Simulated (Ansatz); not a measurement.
**Sn: energy against strain**

Sn (diamond, Fd-3m, 36.862 Å³/atom at rest, cube axes along x, y and z) under a strain ε along a cube axis (axis z), the other axes held. PBE in Ansatz, a plane-wave DFT program (PAW, default set), 420 eV, 15×15×15 Γ-centred mesh, Fermi-Dirac smearing 0.10 eV; ions are relaxed within the symmetry of each cell.

Here s stands for strain and y for E less E0.

| strain (%) | E less E0 (meV/atom) |
|---|---|
| -3.00 | ? |
| -1.50 | 1.33 |
| -1.00 | 0.56 |
| -0.50 | 0.12 |
| 0.00 | 0.00 |
| 0.50 | 0.20 |
| 1.00 | 0.71 |
| 1.50 | 1.52 |

Taking a parabola for y over the 7 complete rows: Least squares gives y = 0.001 + 0.0679·s + 0.6329·s². Residuals (row less fit): 0.007, -0.006, -0.005, -0.001, 0.007, 0.008, -0.007; standard error 0.008 (degrees of freedom: 4). Twice the quadratic coefficient over the volume, 2 × 0.6329 meV × 10⁴ × 0.1602 / 36.862 Å³, is the elastic constant C11 = 55 ± 0.3 GPa.

### Question
Estimate the missing y (s = -3.00); what did the run itself give?

### Answer
y = 0.001 + 0.0679 × (-3.0) + 0.6329 × (-3.0)² = 5.493 meV/atom. The calculation gives 5.64 meV/atom, 0.147 meV/atom above the prediction (2.6 % of the range of y in the table). The row lies outside the fitted rows, so this is an extrapolation. From the scatter of the fitted rows alone, a prediction at this place has a standard error of 0.032 meV/atom, so the miss is 4.6 times that.

One order more, fitted to all 13 runs of the series, follows each within 0.01, so the miss is the next term of a smooth law. This level leaves no gap over 0.05 eV at strain -3.00, -1.50, -1.00, -0.50, 0.00, 0.50, 1.00, 1.50, where the mesh may be coarse. Sn is here grey tin, stable below 13 °C. Rows are the converged runs of the series near zero and its far end; series whose fitted rows scatter by over a few per cent of the range, as at a crossing or softening among them, aren't shown in this form. Most that stay on the fit to the last digits aren't either.
